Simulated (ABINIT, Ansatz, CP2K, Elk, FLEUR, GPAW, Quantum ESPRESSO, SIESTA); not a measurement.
# One structure in several programs: C (Fd-3m, 2 atoms in the cell)

Self-consistent single point.

```yaml
crystal:
  lattice:
    - [0.00000, 1.78038, 1.78038]
    - [1.78038, 0.00000, 1.78038]
    - [1.78038, 1.78038, 0.00000]
  atoms:
    - { symbol: C, position: [0.50000, 0.50000, 0.50000] }
    - { symbol: C, position: [0.75000, 0.75000, 0.75000] }
```

All programs got the same cell, k-point mesh and kind of occupations (in Ansatz's words: kpoints.mp_grid.grid = 13 13 13; scf.occupations.method = fermi_dirac; scf.occupations.width = 0.01 eV); potentials, basis and cutoffs are each program's usual ones.

| code | model | pressure (GPa) | gap on the mesh (eV) | k-points | cutoff |
|---|---|---|---|---|---|
| Elk | PBE, all-electron FP-LAPW, Elk's shipped species files, APW+lo basis with extra local orbitals | – | 4.168 | 84 | rgkmax 7.5 |
| GPAW | PBE, GPAW PAW datasets PBE (gpaw-data 1.0.1) | – | 4.155 | 84 | 950 eV |
| Ansatz | PBE, PAW files | 3.43 | 4.162 | 84 | 420 eV |
| SIESTA | GGA PBE, numerical atomic orbitals DZP, PseudoDojo PBE standard norm-conserving potentials (rewritten from UPF to PSML) | 11.51 | 4.290 | 1099 | grid 300 Ry |
| CP2K | PBE, GPW, DZVP-MOLOPT-PBE-GTH basis, GTH-PBE potentials (POTENTIAL_UZH) | 6.02 | 4.564 | 1099 | grid 400 Ry |
| ABINIT | PBE, norm-conserving pseudopotentials (PseudoDojo nc-sr-05 PBE standard) | 4.19 | 4.211 | 84 | 41 Ha |
| FLEUR | PBE, all-electron FLAPW (FLEUR), scalar-relativistic valence | – | 4.176 | 84 | Kmax 4.4 1/bohr |
| Quantum ESPRESSO | PBE, SSSP 1.1.2 efficiency (PBE) pseudopotentials | 4.32 | 4.169 | 84 | 45 Ry |

A dash marks a value that a program does not give, or that is left out as unsure.

Gaps are read on the mesh.

The spread over the programs that give each value: pressure within 8.08 GPa; gap on the mesh within 0.409 eV.

The starting cell comes from a database of computed structures (which also holds hypothetical and non-ambient phases and stackings), without a prior relaxation at this level. On Ansatz's run: In the base run, with a pressure of about 4 GPa the cell is away from its equilibrium volume at this level.

### Question
Why do the programs differ, and what cannot be compared?

### Answer
Differences of this kind can come from the potentials, where these differ, and from what each basis and cutoff leave unconverged. The zero of total energies and Fermi levels follows the potentials and each program's conventions, so they are not compared here. SIESTA and CP2K use small atom-centred bases, whose incompleteness enters pressures, forces and empty levels differently from a plane-wave cutoff. Elk and FLEUR treat all electrons, but the usual bases taken here (sphere radii, linearisation, local orbitals, empty states) were not tested for convergence, so the values are no reference for the others. Ansatz's pressure is given at a fixed set of plane waves, as the other plane-wave codes print theirs; with its correction for the finite basis it is 4.03 GPa (the shift of 0.60 GPa shows how far the cutoff is from converged). The pressure of GPAW is left out: its cutoff lies under the one at which its stress was checked. The programs reduce the same mesh by symmetry to different extents, which changes the work and not the result. In the pressure, SIESTA (by 7.32) and CP2K (by 1.84) lie more than 1 GPa from the median of the plane-wave programs. In the gap, SIESTA (by 0.124) and CP2K (by 0.398) lie more than 0.12 eV from the median of the plane-wave programs.

Ansatz is a program for electronic structure.

Keys are those of Ansatz 0.2.
